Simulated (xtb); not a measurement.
xtb 6.7.1, GFN2-xTB: COc1ccc2c(c1)oc1cc(-c3ccc4c(c3)C(C)(C)c3cc(F)ccc3-4)ccc12, 52 atoms. The geometry is a generated start, not checked to be a minimum at this level.

```
Item                                                                                                           Result
------------------------  -------------------------------------------------------------------------------------------
method                                                                                                       GFN2-xTB
--acc                                                                                                     1 (default)
--etemp (K)                                                                                             300 (default)
detailed input (--input)  none: ANC optimiser, Lindh (1995) Hessian, microcycle=20, maxdispl=1.0, hlow=0.01 (default)
basis functions                                                                                                   145
valence electrons                                                                                                 152
```

The structure is relaxed from this start with --opt LEVEL for the levels crude, sloppy, loose, lax, normal, tight, vtight, extreme, once each. Up to the end of the extreme run atoms move by at most 0.34 Å along an axis.

Problem. Choose the cheapest level whose final energy lies within 5 meV of that of extreme.

Solution. lax: 19 cycles against 44, ending 0.83 meV above.

```
level    cycles  energy above the extreme run (meV)  gradient norm (eV/Å)
-------  ------  ----------------------------------  --------------------
crude         4                                  19                  0.25
sloppy        6                                  14                  0.13
loose         6                                  14                  0.13
lax          19                                0.83                 0.055
normal       22                                0.56                 0.015
tight        30                                0.17                0.0049
vtight       44                          under 0.01                0.0017
extreme      44                                   —                0.0017
```
